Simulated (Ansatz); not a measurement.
Defect migration in rock-salt CaO: interstitial H, charge state -1. The step: H moves alone to another site; the atom moves 2.41 Å along (0.00, 0.00, -0.50) of the unit cell; the moving atom starts with neighbours 4 Ca at 2.04; 4 O at 2.33 Å and ends with 4 Ca at 2.04; 4 O at 2.33 Å. A PBE band in Ansatz (plane-wave PAW, the Γ point alone, 64 host sites, 32 SCF runs with any check of the saddle's order, static, no finite-size correction) gives a forward barrier of 1.14 eV. The saddle point's order was not checked, and it lies on a symmetry element of the cell, where a band can be held. The charge state is imposed; whether it is stable for some Fermi level was not computed. Sites that were not tried may lie lower.

Single points at the band's start and saddle point can refine it. Rough cost of one point, in units of the band's mean SCF on the same machine:

```tsv
Level	Cost of one point
PBE, a 2×2×2 k-point mesh shifted by half a step	about 8
r2SCAN at 500 eV, the Γ point alone	about 3
```

**Question.** Which of these move the barrier by more than 0.1 eV, and how far does each move it?

**Answer.** Not one does. PBE, a 2×2×2 k-point mesh shifted by half a step: +0.08 eV; r2SCAN at 500 eV, the Γ point alone: +0.07 eV. Each functional is compared with PBE at the same k-points.

Ansatz is an electronic-structure program.
